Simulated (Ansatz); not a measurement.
The reference is TaN (space group P6/mmm, No. 191; a = 5.202 Å, c = 2.906 Å). Axes: x lies along a and z along c of the hexagonal cell.

It is then changed as follows: biaxial strain +4.55 %, plane normal [001], relaxed out of plane (Cartesian); in-plane vectors clamped, the third vector and the atoms free.

Levels (all Ansatz, a quantum-chemistry and plane-wave program, PAW): PBEsol (420 eV, no spin-orbit coupling); PBEsol+SOC (420 eV, noncollinear with spin-orbit coupling).

The geometry is relaxed with PBEsol.

| Item | Value |
|---|---|
| PBEsol pressure | -13.5 GPa |

**Question.** Predict the pressure from PBEsol+SOC.

**Answer.** The pressure drops by 0.18 GPa (-13.5 GPa → -13.6 GPa).

Single points use the geometry relaxed with PBEsol. The spin-orbit shifts are approximate. Stability against distortions was not tested. The runs without spin-orbit coupling are not spin-polarised. This is not the structure that TaN has at room temperature and ambient pressure.
